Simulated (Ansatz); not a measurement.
**F on the 1x1 (101) surface of anatase TiO2 (cut with top plane O), one in a 2x1 cell, started at the site 'top O #2'**

Host crystal: anatase TiO2, with a band gap (PBE, scalar-relativistic without spin-orbit coupling).

Computed with r2SCAN, at the PBE geometry and the start's symmetry (plane waves to 500 eV, PAW; Ansatz, a program for electronic structure).

Slab: 37 atoms, 9.4 Å thick at the start under the adsorbate (thin: gaps and levels are the slab's own); k 3x4x1, smearing 0.01 eV, dipole-corrected; single point; no symmetry held, on the structure that PBE left; spin-polarised, ending with about 1.0 μB a cell, a value that depends on the mesh; orders that need a larger cell were not tried, no spin-orbit, no U, no dispersion correction. The slab shows no gap over 0.04 eV on its mesh. The program's check for a lower electronic state was not made. At the end it is bonded to Ti. In PBE it is, or lies within 0.03 eV of, the lowest of the starts that converged; the order may differ at this level.

```json
{
  "adsorption energy against ½ F2(g) at the same level": "-0.77 eV",
  "work_function_of_the_top_face": "8.94 eV",
  "change_of_the_step_from_the_bottom_to_the_top_vacuum_level_against_the_clean_slab": "1.19 eV",
  "height of the binding atom over the mean of the host atoms within 0.3 Å of the top one": "1.201 Å",
  "nearest_host_atoms_of_the_binding_atom": "Ti at 1.77 Å, O at 2.73 Å, O at 2.73 Å",
  "note": "in the relaxation the adsorbate left its starting site by 1.9 Å",
  "cost": "very roughly 28 core-minutes"
}
```

A negative adsorption energy means that the adsorbate is more stable on the surface than in its reference.
